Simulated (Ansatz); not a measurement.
**A computed series for Si: response to strain**

Base system: Si in the diamond structure (space group Fd-3m, No. 227).

```yaml
crystal:
  lattice:
    - [0.00000, 2.70105, 2.70105]
    - [2.70105, 0.00000, 2.70105]
    - [2.70105, 2.70105, 0.00000]
  atoms:
    - { symbol: Si, position: [0.00000, 0.00000, 0.00000] }
    - { symbol: Si, position: [0.25000, 0.25000, 0.25000] }
```

Strains are applied to the cell and any free atomic positions relax.

The values are results of LDA in Ansatz (plane waves to 420 eV, PAW, scalar-relativistic without spin-orbit coupling), not measurements.

Notes on the quantities. energy relative to the base: free energy F.

```json
[
 {"isotropic strain (%)": "-3", "energy relative to the base (meV/atom)": "52.9"},
 {"isotropic strain (%)": "-1.5", "energy relative to the base (meV/atom)": "12.6"},
 {"isotropic strain (%)": "-1", "energy relative to the base (meV/atom)": "?"},
 {"isotropic strain (%)": "-0.5", "energy relative to the base (meV/atom)": "1.4"},
 {"isotropic strain (%)": "0", "energy relative to the base (meV/atom)": "0.0"},
 {"isotropic strain (%)": "0.5", "energy relative to the base (meV/atom)": "1.3"},
 {"isotropic strain (%)": "1", "energy relative to the base (meV/atom)": "5.2"},
 {"isotropic strain (%)": "1.5", "energy relative to the base (meV/atom)": "11.5"},
 {"isotropic strain (%)": "3", "energy relative to the base (meV/atom)": "43.7"}
]
```

**Question.** Fit ΔE = Aε² + Bε³ (ε in %) to the rows shown and predict the withheld row.

**Answer.** Least squares on the printed values gives A = 5.37 and B = -0.17 meV/atom (largest residual 0.0 meV/atom); this predicts 5.5 meV/atom, and the run gives 5.5 meV/atom, in agreement.

Stability against distortions was not tested.

Ansatz is a program for electronic structure.
